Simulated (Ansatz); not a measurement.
Base system: AlN in the wurtzite structure (space group P6_3mc, No. 186; a = 3.130 Å, c = 5.017 Å).

(Cell as relaxed with PBE.)

Levels (all Ansatz, a first-principles code, PAW, earlier PAW set): PBE (420 eV, scalar-relativistic without spin-orbit coupling); r2SCAN (500 eV, scalar-relativistic without spin-orbit coupling).

Each level relaxes its own structure.

| base | PBE | r2SCAN |
|---|---|---|
| volume per atom | 10.64 Å³ | 10.40 Å³ |
| lattice parameter a | 3.130 Å | 3.107 Å |
| band gap | 4.04 eV | 4.87 eV |

Modification: the cell is scaled by 0.9681 in all directions, atoms relaxed at fixed cell.

```json
[
 {"quantity": "shift of the gap caused by the change", "PBE": "+0.86 eV", "r2SCAN": "?"},
 {"quantity": "pressure (mean of the normal stresses, compression positive)", "PBE": "22.77 GPa", "r2SCAN": "?"},
 {"quantity": "band gap", "PBE": "4.90 eV", "r2SCAN": "?"},
 {"quantity": "energy relative to the base (free energy F)", "PBE": "+65 meV/atom", "r2SCAN": "?"}
]
```

Problem. Given the PBE results, estimate those of r2SCAN.

Solution. 
- shift of the gap caused by the change, r2SCAN: +0.88 eV
- pressure (mean of the normal stresses, compression positive), r2SCAN: 24.70 GPa
- band gap, r2SCAN: 5.75 eV
- energy relative to the base (free energy F), r2SCAN: +69 meV/atom

PBE's pressure lies 1.93 GPa below r2SCAN's; PBE's band gap lies 0.85 eV below r2SCAN's; PBE's energy relative to the base lies 4.0 meV/atom below r2SCAN's. Neither level is exact; r2SCAN is the comparison here, not a measurement.

The cells carry an imposed strain or load. Stability against distortions was not tested.
